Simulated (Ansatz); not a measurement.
Structures of equal composition on the (100) surface of fcc Cu: a layer of Ga in place of the second plane; a layer of Ga in place of the third plane. The slabs share one bottom face, and each structure is named by its start. These are constructed structures in small cells; real faces may alloy, dewet or reconstruct in larger ones, and not all known structures of the face are among them. Slabs of about 9 Å with all that they carry, Fermi-Dirac smearing of 0.1 eV. Bottom of the slabs: a bare face, its two planes held. Relaxed from the named starts with such symmetry as they have, on meshes of like density; energies extrapolated to zero smearing; no spin-orbit coupling, no U. Spin-polarised runs, if any, are marked in brackets, and their order is one that fits the cell; the others ran without spin.

All values below come from PBE (plane waves to 420 eV, PAW; Ansatz, a program for electronic structure).

Order them by energy per 1x1 cell (lowest first) at the level PBE.

a layer of Ga in place of the second plane (0.000 eV), a layer of Ga in place of the third plane (0.030 eV)
